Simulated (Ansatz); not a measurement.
Functionals compared on a constructed model of the (100) surface of fcc Pd, a pseudomorphic layer of Cr in the host's stacking (bottom of the slab: a bare face, its two planes held), in Ansatz (plane waves, PAW). The structure was relaxed with PBE; the other rows are single points on it. Cutoff 420 eV.

Slab: 7 atoms, 12.0 Å thick at the start; k 13x13x1, smearing 0.1 eV, dipole-corrected; 2 atoms held, the rest relaxed; start symmetry kept, larger cells not searched; spin-polarised, ending with about 4.2 μB a cell; orders that need a larger cell were not tried, no spin-orbit, no U. It is one candidate, not shown to be the stable structure of the face. These notes are the PBE run's.

```json
[
 {"functional": "PBE", "work function of the top face (eV)": "3.87", "magnetic moment of the cell (μB)": "4.20", "rough cost of the single point": "–"},
 {"functional": "RPBE", "work function of the top face (eV)": "3.75", "magnetic moment of the cell (μB)": "4.25", "rough cost of the single point": "very roughly 5 core-minutes"}
]
```

Ansatz is a first-principles code.
